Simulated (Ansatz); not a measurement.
**The (113) surface of diamond, 1 pair of surface atoms bonded, H on 3 of 4 dangling bonds, none on a paired C at depth 0.0 Å (bottom of the slab: built like the top, H on every dangling bond, free)**

All values below come from PBE (plane waves to 420 eV, PAW; Ansatz, a quantum-chemistry and plane-wave program).

Model: 47-atom slab, 12.0 Å thick at the start with caps and adatoms (thin: gaps and levels are the slab's own), 5x6x1 mesh, Fermi-Dirac 0.025 eV, dipole correction, 8 atoms held, the rest relaxed; no symmetry held; spin-polarised, ending with about 1.0 μB a cell; orders that need a larger cell were not tried, no spin-orbit, no U. In PBE it lies 0.13 eV a 1x1 cell over the lowest computed structure of the same composition (1 pair of surface atoms bonded, H on 3 of 4 dangling bonds, none on a one-bond C at depth 0.3 Å).

- gap of the slab on its k-mesh: 0.82 eV
- highest filled level below the top vacuum level: 3.78 eV
- energy released by relaxation: 1.73 eV
- magnetic moment of the cell: 1.00 μB
- cost: very roughly 18 core-minutes
